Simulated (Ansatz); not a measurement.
Input:

End structure of a constructed model of the (000-1) surface of 4H silicon carbide, C-terminated, (√3x√3)R30° Si adatom at H3 (bottom of the slab: 3 H on 3 bottom sites):

```xyz
28
Lattice="4.6411 2.6796 0.0000 -4.6411 2.6796 0.0000 0.0000 0.0000 27.0000" Properties=species:S:1:pos:R:3 pbc="T T T"
Si    -1.5470     0.8932     9.6805
Si     1.5470     0.8932     9.6805
Si     0.0000     3.5727     9.6805
C      0.0000     0.0000    10.3146
C     -1.5470     2.6796    10.3146
C      1.5470     2.6796    10.3146
Si     0.0026    -0.0015    12.2086
Si    -1.5497     2.6780    12.2086
Si     1.5470     2.6826    12.2086
C     -3.0941     1.7864    12.8611
C      0.0000     1.7864    12.8270
C      3.0941     1.7864    12.8270
Si    -3.0941     1.7864    14.7805
Si     0.0000     1.7864    14.7216
Si     3.0941     1.7864    14.7216
C     -0.0267     0.0154    15.3744
C     -1.5204     2.6949    15.3744
C      1.5470     2.6488    15.3744
Si    -0.0727     0.0420    17.2781
Si    -1.4744     2.7215    17.2781
Si     1.5470     2.5956    17.2781
C     -1.6377     0.9455    17.9034
C      1.5470     0.7885    17.9034
C      0.0906     3.6251    17.9034
H     -1.5437     0.8912     8.1805
H      1.5470     0.8971     8.1805
H     -0.0034     3.5708     8.1805
Si    -3.0941     1.7864    19.0447
```

Model: 28-atom slab, 10.6 Å thick at the start with caps and adatoms (thin: gaps and levels are the slab's own), 6x6x1 mesh, Fermi-Dirac 0.025 eV, dipole correction, 6 atoms held, the rest relaxed; start symmetry kept, larger cells not searched; spin-polarised, ending with about 1.0 μB a cell; orders that need a larger cell were not tried, no spin-orbit, no U. In PBE it is, or lies within 0.01 eV a 1x1 cell of, the lowest of the 2 structures of its composition computed so far; subsurface sites and larger cells were not tried.

Task: Predict the gap of the slab on its k-mesh from PBE in Ansatz (a program for electronic structure).

Result: 0.69 eV

Task: What is the computed highest filled level below the top vacuum level (PBE)?

Result: 5.02 eV
